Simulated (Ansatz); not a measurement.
Reference: MgCdTe2 (P-4m2), PBEsol, rigid bands (plane waves, PAW, scalar-relativistic; Ansatz, an electronic-structure program); axes and stresses refer to this cell.

```
CELL_PARAMETERS angstrom
      4.58024     0.00000     0.00000
      0.00000     4.58024     0.00000
      0.00000     0.00000     6.43660
ATOMIC_POSITIONS crystal
  Mg 0.50000 0.50000 0.50000
  Cd 0.00000 0.00000 0.00000
  Te 0.00000 0.50000 0.25348
  Te 0.50000 0.00000 0.74652
```

The band gap comes out as 1.43 eV. The electron mass along x comes out as 0.127 mₑ and the Seebeck coefficient, p-type 1e19 cm⁻³ comes out as 398 μV/K.

Q: Change: spin-orbit coupling switched on. What happens to band gap, electron mass along x, Seebeck coefficient, p-type 1e19 cm⁻³?

A: band gap decreases to 1.16 eV; electron mass along x decreases to 0.121 mₑ; Seebeck coefficient, p-type 1e19 cm⁻³ falls to 309 μV/K.

Masses are for dilute carriers at 300 K, harmonic means over directions unless an axis is named. Seebeck coefficients are for the stated density at 300 K, with one relaxation time for all states and whether or not that doping can be reached. Spin-orbit coupling is left out unless a row names it; without it the gap and masses of crystals with these elements can be far off. 

Computed structure with no diffraction record at hand here (it may be known, metastable or hypothetical): MgCdTe2 (P-4m2).
